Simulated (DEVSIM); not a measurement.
System: abrupt Si n-p junction, at 300 K.

Layer 1 from the left is Si, thickness (μm) 28.0, Nd (cm⁻³) 8.5e16, τn (s) 1.8e-7, τp (s) 1.8e-7. Layer 2 from the left is Si, thickness (μm) 3.90, Na (cm⁻³) 1.6e17, τn (s) 1.8e-7, τp (s) 1.8e-7.

Left contact: ohmic. Right contact: ohmic. Voltage is applied to the left contact. Recombination: SRH at mid-gap. Mobility is μmin + (μ − μmin)/(1 + (N/Nref)^α).

Constants are typed, rounded textbook-type inputs, not results; the design itself was drawn at random and stands for no fabricated device. Values at 300 K.

Si: gap (eV) 1.124, affinity (eV) 4.05, permittivity 11.7, Nc (cm⁻³) 2.86e19, Nv (cm⁻³) 3.1e19, μn (cm²/Vs) 1417, μp (cm²/Vs) 470, μn,min 52, μp,min 45, Nref,n 9.7e16, Nref,p 2.2e17, αn 0.68, αp 0.72.

Task: Estimate by hand the built-in potential, the peak field at zero bias, the capacitance at 1 V, and compare with a numerical solution.

Result: 
- Built-in potential: ni = √(Nc Nv) exp(−Eg/2kT) = 1.08e10 cm⁻³ with Eg = 1.124 eV; Vbi = kT/q ln(Na Nd/ni²) = 0.837 V; numerical 0.837 V.
- Peak field at zero bias: depletion approximation: W = √(2εVbi/(qN)) = 0.140 μm with N = 5.55e16 cm⁻³; field = 2Vbi/W = 120000 V/cm; numerical 116000 V/cm (estimate above by 3.2 %).
- Capacitance at 1 V: C = √(qεN / 2(Vbi + |V|)) = 50.1 nF/cm²; numerical 50.8 nF/cm² (estimate below by 1.4 %).

DEVSIM, 1D drift-diffusion, Boltzmann statistics, complete ionisation; no tunnelling, impact ionisation, image-force lowering or self-heating.
